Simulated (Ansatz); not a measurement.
The parent structure is Au in the fcc (Cu type) structure (space group Fm-3m, No. 225; relaxed with 0.1 eV smearing).

```xyz
1
Lattice="0.0000 2.0622 2.0622 2.0622 0.0000 2.0622 2.0622 2.0622 0.0000" Properties=species:S:1:pos:R:3 pbc="T T T"
Au     0.0000     0.0000     0.0000
```

Cartesian axes are those of the cell as printed.

The values are results of Ansatz (an electronic-structure program) r2SCAN, no SOC, earlier PAW set, not measurements.

For the base:

The shortest interatomic distance comes out as 2.916 Å.

Perturbation: uniaxial strain ε_xx = +5.99 %, all other strain components held at zero; the atoms relax in the strained cell.

Task: How does this affect the stress?

Result: The stress (xx, yy, zz, yz, xz, xy; compression positive) is (-8.0, -7.0, -7.0, 0.0, 0.0, 0.0) GPa.

Task: What happens to the energy relative to the base?

Result: The energy rises by 28 meV/atom.

Task: What happens to the shortest interatomic distance?

Result: The shortest interatomic distance remains 2.916 Å.

Whether these cells are dynamically stable was not tested.
